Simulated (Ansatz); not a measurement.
The starting structures come from a database of crystals and need not be the phases stable at ambient conditions.

 Where the default PAW files enter, the runs use the earlier of Ansatz's two default sets.

Tunnelling through a barrier is set by its complex band structure: the current falls as exp(−2κd) with the smallest κ.

Given:

```yaml
crystal:
  lattice:
    - [3.67908, 0.00000, 0.00000]
    - [0.00000, 3.67908, 0.00000]
    - [0.00000, 0.00000, 10.76037]
  atoms:
    - { symbol: Zn, position: [0.00000, 0.00000, 0.00000] }
    - { symbol: Zn, position: [0.50000, 0.50000, 0.50000] }
    - { symbol: Cl, position: [0.50000, 0.00000, 0.12667] }
    - { symbol: Cl, position: [0.50000, 0.00000, 0.62667] }
    - { symbol: Cl, position: [0.00000, 0.50000, 0.37333] }
    - { symbol: Cl, position: [0.00000, 0.50000, 0.87333] }
```

Space group of this cell: P4_2/nmc. The cell was relaxed by PBE-D3(BJ); by PBEsol its mean pressure is -1.0 GPa.

Transport runs along the normal of the first two printed cell vectors, the (001) plane of the conventional cell.

The gap is the functional's own. No spin-orbit coupling. Mid-gap values are interpolated on the energy grid.

Q: State the band gap and the smallest decay constant κ at mid-gap according to PBEsol (Ansatz, a quantum-chemistry and plane-wave program).

A: Gap 3.66 eV on a 8×8×4 mesh; κ = 0.320 1/Å, at the zone centre.
